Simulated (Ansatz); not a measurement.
Amorphous cells of 8 compositions: the gap between the highest filled and lowest empty level at the zone centre, by PBE and by a single point of r2SCAN on the same geometry (PBE, scalar-relativistic without spin-orbit coupling (plane waves to 420 eV, PAW; Ansatz, a first-principles code); r2SCAN at 500 eV). The networks come from melt-quench runs on the CHGNet potential at compositions and starting densities chosen by hand, with anions pushed apart in the CHGNet dynamics, and DFT then relaxed them. The cells are small and were quenched far faster than real films, so single cells scatter. Defect or tail levels can set these gaps. The rows are the first to finish with both values and no moments.

| cell | PBE gap x (eV) | r2SCAN gap y (eV) |
|---|---|---|
| A (In24O37Ag2, 6.59 g/cm3) | 0.37 | 0.45 |
| B (In24O37Li2, 6.48 g/cm3) | 0.46 | 0.87 |
| C (In24O37Be, 6.42 g/cm3) | 0.49 | withheld |
| D (In9Ga9Zn9O39Y2, 5.76 g/cm3) | 0.81 | 1.25 |
| E (In9Ga9Zn9O39Lu2, 6.16 g/cm3) | 0.93 | 1.38 |
| F (In9Ga9Zn9O39Sc2, 5.73 g/cm3) | 1.03 | 1.47 |
| G (In9Ga9Zn9O39W, 5.97 g/cm3) | 1.06 | 1.53 |
| H (In9Ga9Zn9O41Ta2, 6.12 g/cm3) | 1.16 | 1.67 |

Fit a straight line through the 7 full rows and predict the withheld value for C (In24O37Be, 6.42 g/cm3).

Means: x = 0.831, y = 1.231. Slope = Σ(Δx Δy) / Σ(Δx²) = 0.7688 / 0.5607 = 1.37; the r.m.s. residual is 0.083. Prediction: 1.231 + 1.37 × (0.49 − 0.831) = 0.76. The run gave 0.91, 0.15 above the line.
